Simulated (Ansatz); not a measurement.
Defect: interstitial In in crystalline InGaZnO4 (ordered Ga and Zn layers), charge state +3. The step: several atoms move together, In the farthest; the atom moves 1.98 Å along (0.33, -0.33, 0.02) of the unit cell; the moving atom starts with neighbours 3 O at 2.13, 3 O at 2.33; 3 Zn at 2.55 Å and ends with O at 2.02, 3 O at 2.07 Å. A PBE band in Ansatz (plane-wave PAW, one k-point at (0.167, 0.250, 0.250), 189 host sites, 43 SCF runs with any check of the saddle's order, static, no finite-size correction) gives a forward barrier of 0.72 eV. The saddle point's order was not checked, and it lies on a symmetry element of the cell, where a band can be held. The charge state is imposed; whether it is stable for some Fermi level was not computed. Sites that were not tried may lie lower.

Single points at the band's start and saddle point can refine it. Rough cost of one point, in units of the band's mean SCF on the same machine:

| Level | Cost of one point |
|---|---|
| PBE, a 2×2×2 k-point mesh shifted by half a step along c | about 6 |
| r2SCAN at 500 eV, one k-point at (0.167, 0.250, 0.250) | about 2 |

Problem. Which of these move the barrier by more than 0.1 eV, and how far does each move it?

Solution. Not one does. PBE, a 2×2×2 k-point mesh shifted by half a step along c: 0.00 eV; r2SCAN at 500 eV, one k-point at (0.167, 0.250, 0.250): +0.03 eV. Each functional is compared with PBE at the same k-points.

Ansatz is a program for electronic structure.
